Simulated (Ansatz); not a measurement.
Consider Bi$_{2}$Se$_{3}$ in the Bi2Te3 type structure (space group R-3m, No. 166).

```
Bi2Se3
1.0
    2.04070     1.17820     9.22188
   -2.04070     1.17820     9.22188
    0.00000    -2.35639     9.22188
Bi Se
2 3
Cartesian
  0.00000   0.00000  11.11752
  0.00000   0.00000  16.54811
  0.00000   0.00000   0.00000
  0.00000   0.00000   5.74936
  0.00000   0.00000  21.91627
```

Calculations: PBEsol-D3(BJ) (Ansatz, a first-principles code, PAW, no SOC).

Base values:

```
Quantity             Result
-------------------  ------
Band gap               zero
Smallest direct gap    zero
```

Perturbation: a free-standing slab of 1 layer (5 atoms, 5 a layer) is cut normal to the stacking axis, with 15 Å of vacuum and the in-plane cell relaxed.

Problem. Estimate the effect on the band gap.

Solution. The band gap becomes 0.92 eV (base: zero).

Problem. What happens to the smallest direct gap?

Solution. The smallest direct gap goes from zero to 1.26 eV.

Problem. Predict the new gap character.

Solution. The gap character is indirect, K–Γ (85 % along) → Γ.

Problem. What happens to the excess energy per area of both faces?

Solution. The excess energy per area of both faces (slab less bulk energy over the cell's area: twice a surface energy) amounts to 0.67 J/m² (uncertain by up to 0.06 J/m²).

Slab and bulk use different k-meshes, which limits the precision of the excess energy. Spin-orbit coupling, missing from the scalar runs, can matter with Bi. Stability against distortions was not tested. All final runs are without spin polarisation. Gaps under 0.05 eV, about the width of the smearing, are given as zero. The zero or small gap of Bi2Se3 can change with the level of theory. k-point labels follow each cell's own Brillouin zone.
